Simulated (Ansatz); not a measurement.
Effective masses and thermopower of Ge$_{3}$N$_{4}$ (P6_3/m)

Consider the following.

```
CELL_PARAMETERS angstrom
      8.05658     0.00000     0.00000
     -4.02829     6.97720     0.00000
      0.00000     0.00000     3.08464
ATOMIC_POSITIONS crystal
  Ge 0.83057 0.23716 0.75000
  Ge 0.16943 0.76284 0.25000
  Ge 0.59340 0.83057 0.25000
  Ge 0.40660 0.16943 0.75000
  Ge 0.76284 0.59340 0.75000
  Ge 0.23716 0.40660 0.25000
  N  0.66667 0.33333 0.75000
  N  0.33333 0.66667 0.25000
  N  0.66963 0.97421 0.75000
  N  0.33037 0.02579 0.25000
  N  0.69542 0.66963 0.25000
  N  0.30458 0.33037 0.75000
  N  0.02579 0.69542 0.75000
  N  0.97421 0.30458 0.25000
```

Level of theory: PBEsol, rigid bands (plane waves, PAW, scalar-relativistic; Ansatz, an electronic-structure program). Geometry: cell and atoms relaxed with PBEsol.

```json
{
 "band_gap": "2.09 eV",
 "electron conductivity mass (300 K, dilute)": "0.28 (x), 0.28 (y), 0.23 (z) mₑ",
 "effective density of states N_c (300 K)": "3.1e18 cm⁻³",
 "density_of_states_mass_electrons": "0.25 mₑ",
 "Seebeck coefficient, n-type 1e19 cm⁻³, 300 K": "-139 μV/K",
 "best n-type power factor at 300 K for τ = 10 fs (best axis; densities from 1e16 to 1e21 cm⁻³ tried, whether or not they can be reached)": "2.3 μW/(cm·K²) at 1e19 cm⁻³"
}
```

Rigid bands; masses and Seebeck coefficients take one relaxation time τ for all states and one kind of carrier; polarons and phonon drag are left out. Spin-orbit coupling is left out.

Computed structure with no diffraction record at hand here (it may be known, metastable or hypothetical): Ge3N4 (P6_3/m).
